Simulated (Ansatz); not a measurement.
Take Cu in the fcc (Cu type) structure (space group Fm-3m, No. 225; a = 3.5638 Å) as the base.

Calculations: Ansatz (an electronic-structure program), PBEsol, PAW, cutoff 420 eV, no spin-orbit coupling.

Base values:

The pressure is 0.0 GPa.

Modification: an isotropic linear strain of −0.74 %; the atoms relax in the strained cell.

Task: Predict the new energy relative to the base and pressure.

Result: The energy goes up by 3.0 meV/atom; the pressure goes from zero to 4.0 GPa.

Stability against distortions was not tested. The final runs are not spin-polarised.
